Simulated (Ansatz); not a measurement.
System: N vacancy in wurtzite AlN (charge state +1). Calculation: PBE, PAW (plane waves to 420 eV; Ansatz, an electronic-structure program).

72-site cell at the relaxed PBE lattice, the Γ point alone, smearing 0.01 eV, spin-restricted, no finite-size correction. Static, classical nuclei. The charge state is imposed; whether it is stable for some Fermi level was not computed. Forms of the defect that were not tried may lie lower.

Barriers: single points on a 2×2×2 k-point mesh shifted by half a step along c at the bands' geometries (they differ from the bands' own by up to 0.47 eV, and are uncertain by about as much).

The step: one N atom jumps into the vacancy from a nearby N site. Atoms about the jump, Cartesian Å from the middle of the jump, before and after:

| atom | x0 | y0 | z0 | x1 | y1 | z1 |
|---|---|---|---|---|---|---|
| N1 | 0.78 | 0.45 | 1.25 | -0.78 | -0.45 | -1.25 |
| Al2 | 0.83 | 0.48 | -0.65 | 0.79 | 0.45 | -0.78 |
| Al3 | -0.78 | -0.45 | 1.85 | -0.82 | -0.47 | 1.86 |
| Al4 | -0.78 | -2.30 | -0.65 | -0.78 | -2.27 | -0.68 |
| Al5 | -2.38 | 0.48 | -0.65 | -2.35 | 0.46 | -0.68 |
| N6 | -0.78 | -2.25 | 1.25 | -0.77 | -2.25 | 1.25 |
| N7 | -2.34 | 0.45 | 1.25 | -2.34 | 0.46 | 1.25 |
| Al8 | 2.36 | -0.46 | 1.85 | 2.39 | -0.47 | 1.86 |
| Al9 | 0.78 | 2.27 | 1.85 | 0.79 | 2.31 | 1.86 |
| N10 | 2.34 | -0.46 | -1.26 | 2.35 | -0.45 | -1.25 |
| N11 | 0.78 | 2.26 | -1.26 | 0.79 | 2.26 | -1.25 |
| N12 | 2.35 | -2.26 | 1.25 | 2.34 | -2.25 | 1.25 |
| Al13 | 2.36 | -2.26 | -0.66 | 2.35 | -2.27 | -0.68 |
| N14 | -0.78 | 3.17 | 1.25 | -0.78 | 3.15 | 1.25 |
| Al15 | -0.78 | 3.17 | -0.66 | -0.79 | 3.17 | -0.68 |
| N16 | 0.79 | -3.15 | -1.26 | 0.79 | -3.16 | -1.26 |
| N17 | -2.33 | 2.26 | -1.26 | -2.34 | 2.26 | -1.26 |
| N18 | -0.78 | -0.45 | 3.78 | -0.77 | -0.45 | 3.76 |
| Al19 | 0.79 | -3.16 | 1.85 | 0.79 | -3.17 | 1.85 |
| Al20 | -0.78 | -0.45 | -3.29 | -0.79 | -0.45 | -3.19 |
| Al21 | -2.34 | 2.27 | 1.85 | -2.35 | 2.26 | 1.85 |

### Question
Predict the transition state.

### Answer

```
atom      x      y      z
----  -----  -----  -----
N1    -0.07  -0.07   0.25
Al2    0.90   0.52  -1.09
Al3   -0.94  -0.54   1.82
Al4   -0.69  -2.17  -0.55
Al5   -2.24   0.49  -0.56
N6    -0.85  -2.38   1.35
N7    -2.49   0.46   1.34
Al8    2.35  -0.50   1.85
Al9    0.74   2.29   1.86
N10    2.46  -0.45  -1.35
N11    0.84   2.36  -1.34
N12    2.31  -2.27   1.25
Al13   2.38  -2.23  -0.68
N14   -0.81   3.14   1.25
Al15  -0.75   3.18  -0.68
N16    0.81  -3.12  -1.25
N17   -2.30   2.26  -1.25
N18   -0.79  -0.45   3.74
Al19   0.76  -3.20   1.87
Al20  -0.80  -0.46  -3.28
Al21  -2.39   2.25   1.86
```
It lies 4.45 eV above the start and 4.45 eV above the end. The saddle point's order was not checked, and it lies on a symmetry element of the cell, where a band can be held.
